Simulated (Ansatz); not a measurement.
**ZnS: band gap against strain**

ZnS (wurtzite, P6_3mc, 19.226 Å³/atom at rest, c along z) under a strain ε along a direction in the basal plane (axis x), the other axes held. PBEsol in Ansatz, a plane-wave DFT program (PAW, default set), 420 eV, 10×10×6 Γ-centred mesh, Fermi-Dirac smearing 0.05 eV; ions are relaxed within the symmetry of each cell. Gaps are the smallest over the k-mesh and a band path, without spin-orbit coupling; in all rows the valence edge lies at Γ and the conduction edge at Γ.

Here s stands for strain and Eg for gap.

| strain (%) | gap (eV) |
|---|---|
| 0.00 | 2.155 |
| 0.60 | 2.124 |
| 1.20 | 2.093 |
| 1.80 | 2.062 |
| 3.00 | ? |

Problem. Using a straight line, estimate the missing Eg at s = 3.00 from the other rows, showing the fit.

Solution. Means: s 0.90000, Eg 2.1085. About the means, the sum of products is -0.093000 and the sum of squares of s is 1.8000; the slope is their ratio. Least squares gives Eg = 2.1550 - 0.05167·s. Residuals (row less fit): 0.0000, 0.0000, 0.0000, 0.0000; standard error 0.0000 (degrees of freedom: 2). Over these rows the gap moves by -5.2 ± 0.02 eV per unit strain. At the withheld row, Eg = 2.1550 - 0.05167 × 3.0 = 2.0000 eV. The calculation gives 2.000 eV, which the fit meets to the printed digits. The row lies outside the fitted rows, so this is an extrapolation. The fitted rows scatter only by rounding.

ZnS is here the high-temperature form. Rows are the converged runs of the series near zero and its far end; series whose fitted rows scatter by over a few per cent of the range, as at a crossing or softening among them, aren't shown in this form. Most that stay on the fit to the last digits aren't either.
